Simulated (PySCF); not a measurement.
PySCF 2.14.0, M06-L/def2-svpd, df: Cr(O)3 ([O]=[Cr](=[O])=[O]), 4 atoms. The geometry is a generated start, not checked to be a minimum at this level.

```yaml
task: energy and gradient
method: m06-l
basis: def2-svpd
two_electron_scheme: density fitting
mol.max_memory: 7000 MB
mf.init_guess: minao (default)
mf.DIIS: CDIIS (default)
mf.diis_space: 8 (default)
mf.conv_tol: 1e-09 (default)
basis functions (reference run): 103
grid points (reference run): 384464
```

```xyz
4

Cr     0.1904    -0.1576    -0.2326
O     -1.0831    -1.0313    -0.0216
O     -0.1584     1.2484    -0.8085
O      1.0512    -0.0595     1.0627
```

The reference run has mf.grids.level = 8, mf.grids.prune = nwchem_prune (default); it is not itself proven converged. Each setting ran once; only counts and results are compared.

Settings tried, all else as in the reference:
- mf.grids.level = 3 (default), mf.grids.prune = treutler_prune
- mf.grids.level = 0
- mf.grids.level = 3 (default)
- mf.grids.level = 3 (default), mf.grids.atom_grid = 75×302
- mf.grids.level = 3 (default), mf.grids.atom_grid = 50×194
- mf.grids.level = 3 (default), no pruning
- mf.grids.level = 4
- mf.grids.level = 3 (default), mf.grids.atom_grid = 99×590
- mf.grids.level = 6
- mf.grids.level = 1
- mf.grids.level = 2
- mf.grids.level = 5

Problem. Which settings reproduce the reference to 1.0 meV/atom in energy, 10 meV/Å in forces (largest component)?

Solution. Within it: mf.grids.level = 6; mf.grids.level = 4; mf.grids.level = 5; mf.grids.level = 3 (default), mf.grids.atom_grid = 99×590. At the edge (between 0.75 and 1.33 times the tolerance): mf.grids.level = 3 (default). Outside: mf.grids.level = 3 (default), no pruning; mf.grids.level = 3 (default), mf.grids.prune = treutler_prune; mf.grids.level = 2; mf.grids.level = 3 (default), mf.grids.atom_grid = 75×302; mf.grids.level = 1; mf.grids.level = 3 (default), mf.grids.atom_grid = 50×194; mf.grids.level = 0.

```csv
setting,grid points,energy against the reference,difference in forces (largest component)
the reference,384464,—,—
mf.grids.level = 6,250392,−0.0026 meV/atom,0.86 meV/Å
mf.grids.level = 4,115512,−0.0084 meV/atom,1.1 meV/Å
mf.grids.level = 5,174216,−0.0071 meV/atom,2.3 meV/Å
"mf.grids.level = 3 (default), mf.grids.atom_grid = 99×590",122136,−0.025 meV/atom,2.6 meV/Å
mf.grids.level = 3 (default),63152,−0.29 meV/atom,13 meV/Å
"mf.grids.level = 3 (default), no pruning",107016,−0.39 meV/atom,14 meV/Å
"mf.grids.level = 3 (default), mf.grids.prune = treutler_prune",57984,−0.41 meV/atom,14 meV/Å
mf.grids.level = 2,46880,−0.66 meV/atom,15 meV/Å
"mf.grids.level = 3 (default), mf.grids.atom_grid = 75×302",55504,−0.54 meV/atom,16 meV/Å
mf.grids.level = 1,22992,−9.7 meV/atom,84 meV/Å
"mf.grids.level = 3 (default), mf.grids.atom_grid = 50×194",25504,−19 meV/atom,420 meV/Å
mf.grids.level = 0,5688,−280 meV/atom,2200 meV/Å
```

Total energies are compared; such shifts often cancel in part in energy differences. The gradients leave out the derivatives of the grid weights. No test of the SCF solution's stability was run. Also tried and not ranked: mf.grids.level = 3 (default), mf.grids.atom_grid = 35×110 (possibly another state). The tolerance is a choice made for this comparison.
